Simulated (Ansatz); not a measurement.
Start from CsSnI$_{3}$ in the cubic perovskite structure (space group Pm-3m, No. 221; a = 6.131 Å). Axes: x, y, z lie along the cube axes.

Calculations: plane-wave PAW DFT at the PBEsol level (Ansatz, a first-principles code, 420 eV), without spin-orbit coupling.

Modification: the cell is compressed by 0.60 % along z with no lateral relaxation, atoms relaxed at fixed cell.

Problem. Predict the new stress.

Solution. The stress (xx, yy, zz, yz, xz, xy; compression positive) is (0.03, 0.03, 0.28, 0.00, 0.00, 0.00) GPa.

The cells carry an imposed strain or load. Whether these cells are dynamically stable was not tested. Many cubic perovskites are stable only at high temperature; tilts and polar distortions were not tested.
